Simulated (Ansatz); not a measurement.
# ZrB2: response to strain

Base system: ZrB2 (space group P6/mmm, No. 191; a = 3.1714 Å, c = 3.5418 Å; relaxed with 0.1 eV smearing). Axes: x lies along a and z along c of the hexagonal cell.

Strains are applied to the cell and any free atomic positions relax; under biaxial strain the out-of-plane vector relaxes too.

Calculations: PBE (Ansatz, a first-principles code), no SOC.

Candidates:
(a) biaxial strain +1.00 %, plane normal [001], relaxed out of plane
(b) biaxial strain +2.50 %, plane normal [001], relaxed out of plane
(c) biaxial strain +0.50 %, plane normal [001], relaxed out of plane
(d) biaxial strain −1.00 %, plane normal [001], relaxed out of plane

Problem. Order them by out-of-plane strain, highest first.

Solution. (d) biaxial strain −1.00 %, plane normal [001], relaxed out of plane (+0.56 %), (c) biaxial strain +0.50 %, plane normal [001], relaxed out of plane (-0.28 %), (a) biaxial strain +1.00 %, plane normal [001], relaxed out of plane (-0.55 %), (b) biaxial strain +2.50 %, plane normal [001], relaxed out of plane (-1.36 %)

Stability against distortions was not tested. All final runs are without spin polarisation.
